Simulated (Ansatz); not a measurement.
Functionals compared on SiH3 on the 1x1 (101) surface of anatase TiO2 (cut with top plane O), one in a 2x1 cell, started at the site 'bridge O-O (span 2.8 Å)', in Ansatz (plane waves, PAW). The structure was relaxed with PBE; the other rows are single points on it, each with its references at the same level. Cutoff 420 eV (500 eV for r2SCAN). The points keep PBE's geometry, so the relaxation of a polaron and the settling of charge on one site are left out.

Host crystal: anatase TiO2, with a band gap (PBE, scalar-relativistic without spin-orbit coupling).

Model: 40-atom slab, 9.4 Å thick at the start under the adsorbate (thin: gaps and levels are the slab's own), 3x4x1 mesh, Fermi-Dirac 0.01 eV, dipole correction, 14 atoms held, the rest relaxed; no symmetry held; spin-polarised, ending with about 0.4 μB a cell, a value that depends on the mesh; orders that need a larger cell were not tried, no spin-orbit, no U, no dispersion correction. The slab shows no gap over 0.04 eV on its mesh. At the end it is bonded to O. In PBE it is, or lies within 0.03 eV of, the lowest of the starts that converged. These notes are the PBE run's. r2SCAN: The program's check for a lower electronic state was not made. Adsorption energies are against SiH4(g) − ½ H2(g). A negative adsorption energy means that the adsorbate is more stable on the surface than in its reference.

```tsv
functional	adsorption energy (eV)	work function of the top face (eV)	rough cost of the single point
PBE	-0.39	3.62	–
RPBE	-0.17	3.51	very roughly 19 core-minutes
r2SCAN	?	?	about 40 core-minutes (a rough figure)
```

Task: Complete the blanks.

Result: 
- r2SCAN, adsorption energy (eV): -0.56
- r2SCAN, work function of the top face (eV): 3.66

Ansatz is a quantum-chemistry and plane-wave program.
